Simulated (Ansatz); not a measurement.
# Response to strain in BN

The parent structure is BN (space group P6_3/mmc, No. 194; a = 2.5005 Å, c = 6.4117 Å; layered, stacked along the Cartesian z axis).

Strains are applied to the cell and any free atomic positions relax.

The values are results of PBEsol-D3(BJ) (Ansatz, an electronic-structure program, PAW, without spin-orbit coupling), not measurements.

Notes on the quantities. pressure: mean of the normal stresses, compression positive.

```csv
case,pressure,band gap,shortest interatomic distance,smallest direct gap
base,0.00 GPa,4.08 eV,1.444 Å,4.49 eV
isotropic strain +0.60 %,-4.43 GPa,4.06 eV,1.452 Å,4.46 eV
isotropic strain +1.20 %,-8.55 GPa,4.05 eV,1.461 Å,4.44 eV
isotropic strain +1.80 %,-12.38 GPa,4.03 eV,1.470 Å,4.42 eV
isotropic strain +2.40 %,-15.94 GPa,4.01 eV,1.478 Å,4.39 eV
isotropic strain +3.00 %,-19.25 GPa,3.99 eV,1.487 Å,4.37 eV
```

Whether these cells are dynamically stable was not tested.
